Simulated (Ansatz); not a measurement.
Start from AlN (space group P6_3/mmc, No. 194; a = 3.302 Å, c = 4.141 Å; a cell from a computed database, its experimental status unchecked). Axes: x lies along a and z along c of the hexagonal cell.

Modification: compressive biaxial strain of 2.03 % in the plane normal to [001], as in epitaxy on a mismatched substrate; the out-of-plane cell vector and the atoms relax.

Levels (all Ansatz, a program for electronic structure, PAW): PBEsol (420 eV, no spin-orbit coupling); r2SCAN (500 eV, without spin-orbit coupling); HSE06 (420 eV, spin-orbit coupling left out).

One geometry, relaxed with PBEsol, under each level:

| level | band gap | lowest conduction level above the VBM at special points | electron mass | hole mass | pressure |
|---|---|---|---|---|---|
| PBEsol | 3.40 eV | Γ 3.40 eV; M 3.87 eV; K 4.71 eV; L 4.93 eV | 0.32 mₑ (at Γ) | 0.26 mₑ out of plane, 0.94 mₑ in plane (at Γ) | 6.54 GPa |
| r2SCAN | … | … | … | … | … |
| HSE06 | 4.77 eV | Γ 4.77 eV; M 5.25 eV; K 6.06 eV | – | – | – |

**Question.** Give the withheld r2SCAN results.

**Answer.** 
- r2SCAN, band gap: 4.07 eV
- r2SCAN, lowest conduction level above the VBM at special points: Γ 4.07 eV; M 4.68 eV; K 5.49 eV; L 5.69 eV
- r2SCAN, electron mass: 0.33 mₑ (at Γ)
- r2SCAN, hole mass: 0.27 mₑ out of plane, 0.93 mₑ in plane (at Γ)
- r2SCAN, pressure: 5.20 GPa

Single points use the geometry relaxed with PBEsol. Their cutoffs differ, which shifts pressures a little. Effective masses come from finite differences of ±0.01 Å⁻¹. Stability against distortions was not tested. This is not the structure that AlN has at room temperature and ambient pressure.
